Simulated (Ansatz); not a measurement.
Abridged Ansatz (a quantum-chemistry and plane-wave program) output:

```
Pseudopotential: Pd, paw, valence charge 18
Crystal: 1 atoms, lattice volume = 14.555 Å³
Basis set: ecut = 420 eV, 283 PW (Γ), exchange–correlation on 40×40×40 points (8 copies of the dense FFT grid, shifted against one another)
Bands: 13, of which v1, the nominal top of the filled ones, is band 9 counted from 1 (8 counted from 0)
Symmetry: 48 space group operations
k-points: 286 of 9261
Functional: x = pbesol(κ = 0.804, μ = 0.12345679012345678), c = pbesol(β = 0.046)
SCF iter   1: F=—  HF=-6906.660347 eV  |F-HF|=—  |Δ(HF+E_count)|=         —  Δρ=9.60e-3  dr2=1.10e-2  ethr=1.77e-3  ⟨swp⟩=5.4  Hψ=21694  notcnv=0
SCF iter   2: F=—  HF=-6906.657466 eV  |F-HF|=—  |Δ(HF+E_count)|=   2.88e-3  Δρ=2.47e-3  dr2=5.67e-4  ethr=6.13e-5  ⟨swp⟩=2.0  Hψ=7007  notcnv=0
SCF 1 converged in 6 iterations: F = -6906.657340 eV  dr2 = 3.37e-11
SCF converged after 6 iterations
Free energy (F): -6906.657340 eV
Internal energy: -6906.639437 eV  (E = F + TS)
E sigma→0 (E₀):  -6906.648389 eV
Entropy (-TS):   -0.017903 eV (-17.903 meV/atom)
Fermi energy:    20.027514 eV
--- Forces (eV/Å), atoms counted from 1 ---
  atom   1  Pd    -0.00000000    -0.00000000    -0.00000000
--- Stress (GPa, compression-positive) ---
        0.000833       0.000000       0.000000
        0.000000       0.000833       0.000000
        0.000000       0.000000       0.000833
  P = ⅓ Tr σ = 0.0008 GPa (0.008 kbar)
```

**Question.** What was computed, and what are the main results?

**Answer.** Pd, 1 atom in the cell, with plane-wave PAW DFT at the PBEsol level (Ansatz, 420 eV), spin-orbit coupling left out. The last SCF converged to F = -6906.657340 eV, or -6906.6573 eV per atom, at a pressure of 0.00 GPa. The total energy compares only with runs of the same code, potentials and settings.

Stability against distortions was not tested. The final runs are not spin-polarised. The cell was made from Pt by this change: Pt → Pd.
